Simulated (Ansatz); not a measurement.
Re, element substitutions

The reference is Re in the hcp (Mg type) structure (space group P6_3/mmc, No. 194; a = 2.758 Å, c = 4.463 Å).

Each row replaces one element on all its sites; cell and atoms are relaxed.

Computed with r2SCAN in Ansatz (plane waves to 500 eV, PAW, no spin-orbit coupling), earlier PAW set.

| variant | c/a ratio | lattice parameter a |
|---|---|---|
| base | 1.618 | 2.758 Å |
| Re → Cu | 1.651 | 2.522 Å |
| Re → Os | 1.576 | ___ |
| Re → Pb | 1.651 | ___ |
| Re → Al | 1.653 | ___ |

### Question
Some entries are withheld; estimate them.

### Answer

- Re → Os, lattice parameter a: 2.739 Å
- Re → Pb, lattice parameter a: 3.514 Å
- Re → Al, lattice parameter a: 2.817 Å

Whether these cells are dynamically stable was not tested. For Cu and Al in this form, whether it has been made was not checked. All final runs are without spin polarisation. This is not the structure that Cu has at room temperature and ambient pressure. This is not the structure that Pb has at room temperature and ambient pressure. This is not the structure that Al has at room temperature and ambient pressure.

Ansatz is a program for electronic structure.
